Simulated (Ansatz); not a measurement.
A computed series for hypothetical rock salt BP: response to strain

Base system: BP in the rock salt structure (space group Fm-3m, No. 225; a = 4.289 Å; a hypothetical phase, not in the database extracts checked; relaxed with 0.1 eV smearing). Axes: x, y, z lie along the cube axes.

Strains are applied to the cell and any free atomic positions relax; under biaxial strain the out-of-plane vector relaxes too.

Level of theory: Ansatz (an electronic-structure program), PBEsol, PAW, cutoff 420 eV, no spin-orbit coupling.

Notes on the quantities. energy relative to the base: free energy F; pressure: mean of the normal stresses, compression positive.

```json
[
 {"variant": "base", "volume per atom": "9.86 Å³", "space group": "Fm-3m (No. 225)", "energy relative to the base": "0 meV/atom", "pressure": "0.0 GPa"},
 {"variant": "biaxial strain +3.75 %, plane normal [001], relaxed out of plane", "volume per atom": "10.30 Å³", "space group": "I4/mmm (No. 139)", "energy relative to the base": "+21 meV/atom", "pressure": "-6.1 GPa"},
 {"variant": "biaxial strain +4.24 %, plane normal [001], relaxed out of plane", "volume per atom": "10.36 Å³", "space group": "I4/mmm (No. 139)", "energy relative to the base": "+27 meV/atom", "pressure": "-6.7 GPa"},
 {"variant": "biaxial strain +0.47 %, plane normal [111], relaxed out of plane", "volume per atom": "9.91 Å³", "space group": "R-3m (No. 166)", "energy relative to the base": "+0.3 meV/atom", "pressure": "-0.8 GPa"},
 {"variant": "isotropic strain −4.90 %", "volume per atom": "8.48 Å³", "space group": "Fm-3m (No. 225)", "energy relative to the base": "+131 meV/atom", "pressure": "34.2 GPa"},
 {"variant": "uniaxial strain ε_xx = −3.94 %", "volume per atom": "9.48 Å³", "space group": "I4/mmm (No. 139)", "energy relative to the base": "+14 meV/atom", "pressure": "7.8 GPa"},
 {"variant": "uniaxial strain ε_xx = −1.65 %", "volume per atom": "9.70 Å³", "space group": "I4/mmm (No. 139)", "energy relative to the base": "+2.2 meV/atom", "pressure": "3.0 GPa"},
 {"variant": "uniaxial strain ε_yy = +4.09 %", "volume per atom": "10.27 Å³", "space group": "I4/mmm (No. 139)", "energy relative to the base": "+10 meV/atom", "pressure": "-6.0 GPa"},
 {"variant": "uniaxial strain ε_zz = −2.80 %", "volume per atom": "9.59 Å³", "space group": "I4/mmm (No. 139)", "energy relative to the base": "+6.7 meV/atom", "pressure": "5.3 GPa"},
 {"variant": "uniaxial strain ε_zz = +5.96 %", "volume per atom": "10.45 Å³", "space group": "I4/mmm (No. 139)", "energy relative to the base": "+21 meV/atom", "pressure": "-8.3 GPa"}
]
```

Whether these cells are dynamically stable was not tested. All final runs are without spin polarisation.
